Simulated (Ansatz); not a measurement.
H_N in zinc-blende BN: one set of geometries, relaxed with PBE, evaluated in Ansatz (PAW, plane waves to 420 eV, 500 eV under r2SCAN) with PBE, r2SCAN.

Cell and caveats: 64-site cell; 2×2×2 shifted k-points; start: the N site; charged states image-corrected; finite-size errors of tenths of an eV.

```csv
quantity,PBE,r2SCAN
host gap (eV),4.46,4.99
ε(+2/+1) above the VBM (eV),2.28,2.55
ε(+1/0) above the VBM (eV),2.62,2.99
ε(0/−1) above the VBM (eV),4.26,4.42
largest moment on one atom at charge +1 (μB),0.05,0.05
"neutral formation energy against H2 molecule in a box, N2 molecule in a box (eV)",7.63,8.19
largest moment on one atom at charge −1 (μB),0.19,0.21
```

PBE narrows the gap by 0.53 eV against r2SCAN, the highest level run, and puts the levels 0.27 eV lower above the valence-band maximum on average.

Ansatz is a program for electronic structure.
